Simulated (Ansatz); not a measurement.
Start from NaLaO2 (space group R-3m, No. 166; a = 3.6459 Å, c = 16.5807 Å (hexagonal axes); a model cell, its experimental status unchecked). Axes: x lies along a and z along c of the hexagonal cell.

The values are results of PBEsol, PAW, 420 eV (Ansatz, a first-principles code; no spin-orbit coupling), not measurements.

The change: an isotropic linear strain of −1.33 %; the atoms relax in the strained cell.

Predict the stress tensor and what it implies for the stiffness.

Stress of the strained cell less that of the base (GPa, compression positive):
```
   3.96    0.00    0.00
   0.00    3.96    0.00
   0.00    0.00    2.06
```

Then B = −ΔP/(ΔV/V₀) with ΔV/V₀ = -0.0394 gives secant stiffness values (nonlinear terms included at this strain): B (at held cell shape, above the free-shape value) ≈ 85 GPa.

As a check, the harmonic strain energy −½ V₀ Δσ:ε is 6.6 meV/atom; the computed energy rise is 6.3 meV/atom.

Stability against distortions was not tested.
